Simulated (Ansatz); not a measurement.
Cells marked so need not be the phases stable at ambient conditions, and some may be hypothetical.

 Where the default PAW files enter, the runs use the earlier of Ansatz's two default sets.

No gap correction and no spin-orbit coupling; mid-gap values are interpolated between computed energies.

A. YVO4 (I4_1/amd, not sure to be the ambient phase, 12 atoms a cell, 13.4 Å³ an atom, -2 GPa at this level), along the normal of (110)
B. CaAlSiH (P3m1, not sure to be the ambient phase, 4 atoms a cell, 17.5 Å³ an atom), along the normal of (110)
C. YPO4 (I4_1/amd, not sure to be the ambient phase, 12 atoms a cell, 11.9 Å³ an atom), along the normal of (100)
D. CsTlF₃ (Fm-3m, not sure to be the ambient phase, 10 atoms a cell, 21.8 Å³ an atom), along the normal of (111)

Question: Rank these by mid-gap decay constant of the slowest evanescent state (lowest first), as r2SCAN (Ansatz, a program for electronic structure) gives it.

Answer: B (0.10 1/Å), D (0.28 1/Å), C (0.45 1/Å), A (0.49 1/Å)
